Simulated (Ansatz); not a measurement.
# Ir, response to strain

The parent structure is Ir in the fcc (Cu type) structure (space group Fm-3m, No. 225; a = 3.845 Å; relaxed with 0.1 eV smearing).

Strains are applied to the cell and any free atomic positions relax.

Method: plane-wave PAW DFT at the r2SCAN level (Ansatz, a first-principles code, 500 eV), no spin-orbit coupling.

Notes on the quantities. energy relative to the base: free energy F.

```json
[
 {"case": "base", "energy relative to the base": "0 meV/atom", "pressure": "0.0 GPa", "volume per atom": "14.21 Å³"},
 {"case": "isotropic strain +0.50 %", "energy relative to the base": "+3.7 meV/atom", "pressure": "-5.4 GPa", "volume per atom": "14.43 Å³"},
 {"case": "isotropic strain +1.00 %", "energy relative to the base": "+14 meV/atom", "pressure": "-10.4 GPa", "volume per atom": "14.64 Å³"},
 {"case": "isotropic strain +1.50 %", "energy relative to the base": "+32 meV/atom", "pressure": "-15.0 GPa", "volume per atom": "14.86 Å³"},
 {"case": "isotropic strain +2.00 %", "energy relative to the base": "+55 meV/atom", "pressure": "-19.2 GPa", "volume per atom": "15.08 Å³"},
 {"case": "isotropic strain +2.50 %", "energy relative to the base": "+85 meV/atom", "pressure": "-23.1 GPa", "volume per atom": "15.30 Å³"},
 {"case": "isotropic strain +3.00 %", "energy relative to the base": "+120 meV/atom", "pressure": "-26.6 GPa", "volume per atom": "15.53 Å³"}
]
```

Whether these cells are dynamically stable was not tested. The final runs are not spin-polarised.
